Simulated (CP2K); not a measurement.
# A series of runs on CaC2 (P1, 3 atoms in the cell)

```yaml
crystal:
  lattice:
    - [3.53790, 0.00000, 0.00000]
    - [0.19127, 3.53272, 0.00000]
    - [0.19127, 0.18120, 3.52807]
  atoms:
    - { symbol: Ca, position: [0.00686, 0.99702, 0.01078] }
    - { symbol: C, position: [0.59043, 0.58310, 0.60568] }
    - { symbol: C, position: [0.40271, 0.41987, 0.38354] }
```

Base run A: PBEsol, GPW, DZVP-MOLOPT-SR-GTH basis, GTH-PBE potentials (GTH_POTENTIALS) (CP2K), self-consistent single point.

Its settings: CUTOFF = 500 Ry; REL_CUTOFF = 50 Ry; KPOINTS/SCHEME = MONKHORST-PACK 8 8 8; XC_FUNCTIONAL = PBE:PBESOL; Ca/BASIS_SET = DZVP-MOLOPT-SR-GTH-q10; Ca/POTENTIAL = GTH-PBE-q10; C/BASIS_SET = DZVP-MOLOPT-SR-GTH-q4; C/POTENTIAL = GTH-PBE-q4; METHOD = GPW; EPS_DEFAULT = 1e-10; NGRIDS = 5; SCF_GUESS = ATOMIC; EPS_SCF = 1e-07; MAX_SCF = 100; ADDED_MOS = 4; MIXING/METHOD = BROYDEN_MIXING; MIXING/ALPHA = 0.4; MIXING/NBUFFER = 8; MIXING/BETA = 1.5 1/bohr.

The starting cell comes from a database of computed structures (which also holds hypothetical and non-ambient phases and stackings), without a prior relaxation at this level. Its atoms were displaced at random from the sites of space group no. 166. Values carry the incompleteness of an atom-centred basis. The potentials were made for another functional than the one used. In the base run, forces exceed 1 eV/Å.

ΔF is the free energy per atom less that of run A. 

Run A gave: pressure (GPa) 0.36; largest force (eV/Å) 2.725; gap on the mesh (eV) 1.659.

Runs:
- B: XC_SMOOTH_RHO: default → NN10; XC_DERIV: default → SPLINE2_SMOOTH
- C: XC_SMOOTH_RHO: default → NN50; XC_DERIV: default → NN50_SMOOTH
- D: XC_SMOOTH_RHO: default → NONE; XC_DERIV: default → SPLINE3
- E: XC_SMOOTH_RHO: default → NN10; XC_DERIV: default → NN10_SMOOTH
- F: USE_FINER_GRID: default → T

### Question
What does run C change against A?

### Answer
The free energy goes up by 57.4 meV/atom, the pressure goes from 0.36 to 0.04 GPa, the largest force goes from 2.725 to 2.751 eV/Å and the gap on the mesh hardly changes (1.659 to 1.656 eV).

### Question
What does run B change against A?

### Answer
The free energy goes up by 219 meV/atom, the pressure goes from 0.36 to -1.01 GPa, the largest force goes from 2.725 to 2.824 eV/Å and the gap on the mesh goes from 1.659 to 1.642 eV.

### Question
What does run E change against A?

### Answer
The free energy rises by 218 meV/atom, the pressure goes from 0.36 to -1.02 GPa, the largest force goes from 2.725 to 2.824 eV/Å and the gap on the mesh goes from 1.659 to 1.642 eV.

```tsv
run	ΔF (meV/atom)	pressure (GPa)	largest force (eV/Å)	gap on the mesh (eV)
A	0.00	0.36	2.725	1.659
B	219.0	-1.01	2.824	1.642
C	57.4	0.04	2.751	1.656
D	0.14	0.36	2.726	1.659
E	217.9	-1.02	2.824	1.642
F	0.00	0.36	2.727	1.659
```
